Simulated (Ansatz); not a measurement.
We consider Mo (model structure, started from the simple cubic type, Pm-3m, No. 221, 1 atoms in the cell), described by r²SCAN in Ansatz (plane waves, PAW).

Run with plane-wave cutoff 560 eV, 22×22×22 k mesh, Fermi–Dirac smearing 0.05 eV, no spin polarisation, scalar-relativistic PAW data made under PBE.

Cell (relaxed at this level):

```cif
data_Mo
_chemical_formula_sum 'Mo1'
_space_group_name_H-M_alt 'Pm-3m'
_space_group_IT_number 221
_space_group_name_Hall '-P 4 2 3'
_cell_length_a 2.58718
_cell_length_b 2.58718
_cell_length_c 2.58718
_cell_angle_alpha 90.000
_cell_angle_beta 90.000
_cell_angle_gamma 90.000
loop_
_atom_site_label
_atom_site_type_symbol
_atom_site_symmetry_multiplicity
_atom_site_Wyckoff_symbol
_atom_site_fract_x
_atom_site_fract_y
_atom_site_fract_z
_atom_site_occupancy
Mo1 Mo 1 a 0.00000 0.00000 0.00000 1
```

Q: Give the computed bulk modulus.

A: 
- bulk modulus = 199 GPa

Note: the run has no spin polarisation, so it can have missed a magnetic state; the bulk modulus is −V dP/dV from two relaxed cells at ±2 % in volume; the relaxation could raise the start's symmetry but not lower it, so the cell can be a saddle point.

Computed values are for the static lattice.

The result took roughly 30 core-seconds.

A model structure was made by putting elements into a prototype or built by hand; it is no filed structure, need not be a known phase, and can be a saddle point held by its symmetry.

Ansatz is an electronic-structure program.
